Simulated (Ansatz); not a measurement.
## Corundum Ga2O3 (metastable phase)

Computed with r²SCAN (Ansatz, a program for electronic structure, PAW).

Run with plane-wave cutoff 600 eV, 6×6×6 k mesh, finite displacements, scalar-relativistic PAW data made under PBE.

Cell (relaxed at this level):

Ga2O3 has the trigonal space group R-3c, hexagonal axes (No. 167), the corundum structure, Pearson symbol hR10. Conventional cell: a = b = 4.9843 Å, c = 13.4409 Å, α = β = 90.00°, γ = 120.00°. Ga on 12c sees 3 O at 1.925 Å and 3 O at 2.073 Å. O on 18e is coordinated by 2 Ga at 1.925 Å and 2 Ga at 2.073 Å. (Neighbours: up to the widest gap in distance over summed covalent radii, below 1.35, at either atom; cation-cation and far metal-metal contacts left out.)
(The calculation used a cell of 10 atoms; values per cell refer to that cell.)

| Quantity | Value |
|---|---|
| electronic dielectric constant ε∞ (mean over three axes) | 4.00 |
| dielectric constant ε0 (ions relaxed) (mean over three axes) | 14.2 |

Measured, for comparison: high-frequency dielectric constant 3.83, static dielectric constant 14.1 ± 0.1 (temperature not stated, no zero-point or thermal correction, mean of the two values across and the one along c; as tabulated in Stokey et al. (2021), arXiv:2108.12058). Computed (rounded) less measured: high-frequency dielectric constant +4 %, static dielectric constant +0.7 % (inside the measured uncertainty).

Computing time: around 28 core-minutes (rough).
